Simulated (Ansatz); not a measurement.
# CuI (Cmcm, No. 63, 4 atoms in the cell; start mp-1007922; a measured phase of this formula has another space group)

All values below come from r²SCAN (Ansatz, a quantum-chemistry and plane-wave program, PAW).

Settings: plane-wave cutoff 560 eV, 6×6×8 k mesh (along the axes of the cell as run), Fermi–Dirac smearing 0.01 eV, no spin polarisation, scalar-relativistic PAW data made under PBE.

Cell (relaxed at this level):

CuI is taken in the orthorhombic space group Cmcm (No. 63), Pearson symbol oS8. Cell: a = 7.569 Å, b = 7.465 Å, c = 4.303 Å, α = β = γ = 90.00°. Cu on 4c sees 3 I at 2.570–2.602 Å (trigonal planar). I on 4c sees 3 Cu at 2.570–2.602 Å. (Neighbours: up to the widest gap in distance over summed covalent radii, below 1.35, at either atom; cation-cation and far metal-metal contacts left out.)
(The calculation used a cell of 4 atoms; values per cell refer to that cell.)

For CuI (Cmcm, No. 63, 4 atoms in the cell; start mp-1007922; a measured phase of this formula has another space group), the band gap is 1.41 eV (on the SCF k mesh).

Note: the relaxation could not lower the start's symmetry, so the cell can be a saddle point above a distorted one; the cell has widely spaced layers and the level no dispersion term, so their spacing and the moduli can rest on weak binding.

Spin–orbit coupling is not included; with these elements it can move the gap by several tenths of an eV or more.

A start named mp-… is a Materials Project structure, which need not be a measured phase.
